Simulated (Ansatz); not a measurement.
**Tl₄HgI₆ (P4/mnc, No. 128)**

All values below come from r²SCAN in Ansatz (PAW).

Run with plane-wave cutoff 560 eV, 4×4×4 k mesh, Fermi–Dirac smearing 0.01 eV, scalar-relativistic PAW data made under PBE.

Cell (measured lattice):

HgTl4I6 is modelled in the tetragonal space group P4/mnc (No. 128), Pearson symbol tP22. Conventional cell: a = b = 9.4460 Å, c = 9.2600 Å, α = β = γ = 90.00°. Tl on 8g sees 8 I at 3.500–3.776 Å. I1 on 4e sees 1 Hg at 2.637 Å and 4 Tl at 3.629 Å (square pyramidal). Hg on 2a sees 2 I at 2.637 Å and 4 I at 3.412 Å (octahedral). I2 on 8h is coordinated by 1 Hg at 3.412 Å and 6 Tl at 3.500–3.776 Å. (Neighbours: up to the widest gap in distance over summed covalent radii, below 1.35, at either atom; cation-cation and far metal-metal contacts left out.)

band gap: 1.60 eV

Note: cell and atoms aren't relaxed at this level (largest force component 0.37 eV/Å, pressure 0.8 GPa).

Spin–orbit coupling is not included; with these elements it can move the gap by several tenths of an eV or more.

The computed numbers hold no vibrational or temperature effects.

The result took roughly 30 core-minutes.

Ansatz is an electronic-structure program.
